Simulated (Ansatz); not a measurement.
Start from LiNbO₃ (space group R3c, No. 161).

```yaml
crystal:
  lattice:
    - [2.59491, 1.49817, 4.67185]
    - [-2.59491, 1.49817, 4.67185]
    - [0.00000, -2.99635, 4.67185]
  atoms:
    - { symbol: Li, position: [0.70263, 0.70263, 0.70263] }
    - { symbol: Li, position: [0.20263, 0.20263, 0.20263] }
    - { symbol: Nb, position: [0.98385, 0.98385, 0.98385] }
    - { symbol: Nb, position: [0.48385, 0.48385, 0.48385] }
    - { symbol: O, position: [0.62628, 0.87373, 0.26322] }
    - { symbol: O, position: [0.87373, 0.26322, 0.62628] }
    - { symbol: O, position: [0.26322, 0.62628, 0.87373] }
    - { symbol: O, position: [0.76322, 0.37373, 0.12628] }
    - { symbol: O, position: [0.37373, 0.12628, 0.76322] }
    - { symbol: O, position: [0.12628, 0.76322, 0.37373] }
```

Cartesian axes are those of the cell as printed.

The values are results of PBE, PAW, 420 eV (Ansatz, an electronic-structure program; no SOC), not measurements.

For the base:

```
Property     Value
--------  --------
Pressure  0.00 GPa
```

It is then changed as follows: tensile biaxial strain of 2.91 % in the plane normal to [001], as in epitaxy on a mismatched substrate; the out-of-plane cell vector and the atoms relax.

Task: What happens to the out-of-plane strain?

Result: The out-of-plane strain comes out as -1.40 %.

Task: Estimate the effect on the pressure.

Result: The pressure (mean of the normal stresses, compression positive) goes from zero to -3.47 GPa.

Stability against distortions was not tested.
